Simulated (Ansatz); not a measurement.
**α-phase CO**

Level of theory: PBE (PAW; Ansatz, a quantum-chemistry and plane-wave program).

Numerical settings: plane-wave cutoff 520 eV, 6×6×6 k mesh, Fermi–Dirac smearing 0.01 eV, scalar-relativistic PAW data made under PBE.

Cell: relaxed at this level.

```
Property                        Value
-------------------  ----------------
volume per atom         29.43 Å³/atom
band gap             6.34 eV (direct)
Γ–Γ gap                       6.52 eV
lattice parameter a           6.175 Å
```

Note: for a layered or molecular solid the relaxed cell lies over 5 % above the published volume, where the minimum can be shallow; the cell comes from a level without a dispersion term, which matters for the spacing of layers, chains or molecules; the volume lies 32 % above that of the published cell.

Static lattice: no zero-point or thermal effects.
